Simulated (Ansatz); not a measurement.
Start from InAgTe2 in the chalcopyrite structure (space group I-42d, No. 122).

```yaml
crystal:
  lattice:
    - [-3.21597, 3.21597, 6.38292]
    - [3.21597, -3.21597, 6.38292]
    - [3.21597, 3.21597, -6.38292]
  atoms:
    - { symbol: In, position: [0.50000, 0.50000, 0.00000] }
    - { symbol: In, position: [0.25000, 0.75000, 0.50000] }
    - { symbol: Te, position: [0.37500, 0.36624, 0.49124] }
    - { symbol: Te, position: [0.63376, 0.12500, 0.00876] }
    - { symbol: Te, position: [0.87500, 0.88376, 0.50876] }
    - { symbol: Te, position: [0.11624, 0.62500, 0.99124] }
    - { symbol: Ag, position: [0.00000, 0.00000, 0.00000] }
    - { symbol: Ag, position: [0.75000, 0.25000, 0.50000] }
```

Cartesian axes are those of the cell as printed.

Calculations: Ansatz (an electronic-structure program), PBEsol, PAW, cutoff 420 eV, scalar-relativistic without spin-orbit coupling.

For the base:

```
Property    Value
--------  -------
Band gap  0.08 eV
```

One thing is altered: compressive biaxial strain of 0.75 % in the plane normal to [001], as in epitaxy on a mismatched substrate; the out-of-plane cell vector and the atoms relax.

Q: What does the calculation give for the band gap after the change?

A: The band gap increases by 0.03 eV (0.08 eV → 0.11 eV).

Q: What does the calculation give for the out-of-plane strain after the change?

A: The out-of-plane strain amounts to +1.03 %.

With Te present, leaving out spin-orbit coupling can change the band edges. No phonon test of stability was made. The zero or small gap of InAgTe2 can change with the level of theory.
